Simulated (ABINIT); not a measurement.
Band structure of CdTe (F-43m, 2 atoms in the cell).

```
CdTe
1.0
    0.00000     3.29196     3.29196
    3.29196     0.00000     3.29196
    3.29196     3.29196     0.00000
Cd Te
1 1
Direct
  0.00000   0.00000   0.00000
  0.25000   0.25000   0.25000
```

Method: PBE, PAW (JTH v2.0 PBE PAW) (plane waves; ABINIT 10.0.3).

Settings: pseudos = [Cd.GGA_PBE-JTH.xml, Te.GGA_PBE-JTH.xml]; ecut = 40 Ry; pawecutdg = 80 Ry; pawxcdev = 0; ixc = 11; occopt = 1; ngkpt = 9 9 9; nshiftk = 1; shiftk = 0 0 0; potentials = JTH v2.0 PBE PAW; kptopt = 1; nstep = 100; tolvrs1 = 1e-10.

The starting cell comes from a database of computed structures (which also holds hypothetical and non-ambient phases and stackings), without a prior relaxation at this level. Its lattice was rescaled by a random factor within 2.5 % of one. Spin-orbit coupling is off.

Predict the gap along the standard path and the places of the band edges.

The gap along the path is 0.63 eV, direct at Γ to within 0.01 eV.

Levels in eV from the top of the valence band on the SCF mesh, bands 6 to 13:
```
point      6      7      8      9    10    11    12    13
-----  -----  -----  -----  -----  ----  ----  ----  ----
Γ      -7.90   0.00   0.00   0.00  0.63  4.66  4.66  4.66
X      -7.46  -4.08  -1.71  -1.71  2.67  2.71  8.59  9.00
W      -7.39  -3.97  -2.14  -2.01  4.09  4.71  5.56  6.38
K      -7.42  -3.99  -2.35  -1.41  2.92  4.46  7.32  7.44
L      -7.58  -4.16  -0.71  -0.71  1.77  5.24  5.24  7.07
U      -7.42  -3.99  -2.35  -1.41  2.92  4.46  7.32  7.44
```
